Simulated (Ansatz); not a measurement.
The starting structures come from a database of crystals and need not be the phases stable at ambient conditions.

 Where the default PAW files enter, the runs use the earlier of Ansatz's two default sets.

Tunnelling through a barrier is set by its complex band structure: the current falls as exp(−2κd) with the smallest κ.

Here is the system:

```
InP
1.0
    4.16811     0.00000     0.00000
   -2.08406     3.60969     0.00000
    0.00000     0.00000     6.83999
In P
2 2
Cartesian
  2.08405   1.20323   3.42136
  0.00000   2.40646   0.00137
  2.08405   1.20323   5.98362
  0.00000   2.40646   2.56363
```

Space group of this cell: P6_3mc, wurtzite. The cell is taken as given.

Transport runs along the normal of the first two printed cell vectors, the (001) plane of the conventional cell.

The gap is the functional's own. No spin-orbit coupling. Mid-gap values are interpolated on the energy grid.

**Question.** State the band gap and the smallest decay constant κ at mid-gap according to r2SCAN (Ansatz, a first-principles code).

**Answer.** Gap 1.10 eV on a 12×12×6 mesh; κ = 0.073 1/Å, at the zone centre.
